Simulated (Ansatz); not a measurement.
**Si, response to strain**

Take Si in the diamond structure (space group Fd-3m, No. 227; a = 5.4443 Å) as the base.

Strains are applied to the cell and any free atomic positions relax.

All numbers come from r2SCAN (Ansatz, an electronic-structure program; PAW; 500 eV plane waves; no SOC).

Candidates:
(a) isotropic strain +1.50 %
(b) isotropic strain +0.50 %
(c) isotropic strain +1.00 %
(d) isotropic strain +2.50 %
(e) isotropic strain +2.00 %

Before the change:

Width of the top valence band: 4.00 eV

Problem. Order them by width of the top valence band, highest first.

Solution. (b) isotropic strain +0.50 % (3.94 eV), (c) isotropic strain +1.00 % (3.87 eV), (a) isotropic strain +1.50 % (3.81 eV), (e) isotropic strain +2.00 % (3.75 eV), (d) isotropic strain +2.50 % (3.69 eV)

The levels and masses belong to the bands next to the band gap. Whether these cells are dynamically stable was not tested.
